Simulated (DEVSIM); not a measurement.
Si p+/n-/n+ power diode

Device: Si p+/n-/n+ power diode, at 300 K.

```tsv
layer (left to right)	material	thickness (μm)	Nd (cm⁻³)	Na (cm⁻³)	τn (s)	τp (s)
1	Si	2.00	-	1.2e18	5.4e-6	5.4e-6
2	Si	53.0	6e12	-	5.4e-6	5.4e-6
3	Si	5.70	2.7e18	-	5.4e-6	5.4e-6
```

Left contact: ohmic. Right contact: ohmic. Voltage is applied to the left contact. Recombination: SRH at mid-gap. Gap narrowing is on: ΔEg = 6.92 meV × (l + √(l² + 0.5)), l = ln(N/1.3e17 cm⁻³), shared equally by both band edges. Mobility is constant in doping.

The device is made up for the run: typed textbook-type constants, with dimensions and the other settings drawn at random. Values at 300 K.

```tsv
parameter	Si
gap (eV)	1.124
affinity (eV)	4.05
permittivity	11.7
Nc (cm⁻³)	2.86e19
Nv (cm⁻³)	3.1e19
μn (cm²/Vs)	1417
μp (cm²/Vs)	470
```

Simulated with DEVSIM: 1D drift-diffusion, Boltzmann statistics, complete ionisation; no tunnelling, impact ionisation, image-force lowering or self-heating.

```
Quantity                                         Value
---------------------------------------------  -------
Potential step across the device at zero bias  0.942 V
Dark forward voltage at 1 A/cm²                0.653 V
Dark forward voltage at 100 A/cm²              0.822 V
```

Dark forward current:

(V (V), J (A/cm²)): (0.05, 6.9e-8); (0.15, 1.5e-6); (0.20, 7.5e-6); (0.30, 0.00019); (0.35, 0.00065); (0.45, 0.0052); (0.50, 0.015); (0.60, 0.20); (0.65, 0.90); (0.75, 18); (0.80, 64); (0.90, 410); (0.95, 790); (1.05, 2100)

Dark reverse current:

```tsv
V (V)	J (A/cm²)
-4.00	-4.0e-7
-10.00	-6.7e-7
-20.00	-8.1e-7
-30.00	-8.3e-7
-40.00	-8.3e-7
-60.00	-8.4e-7
-80.00	-8.4e-7
-100.00	-8.4e-7
-130.00	-8.5e-7
-160.00	-8.5e-7
-200.00	-8.5e-7
```
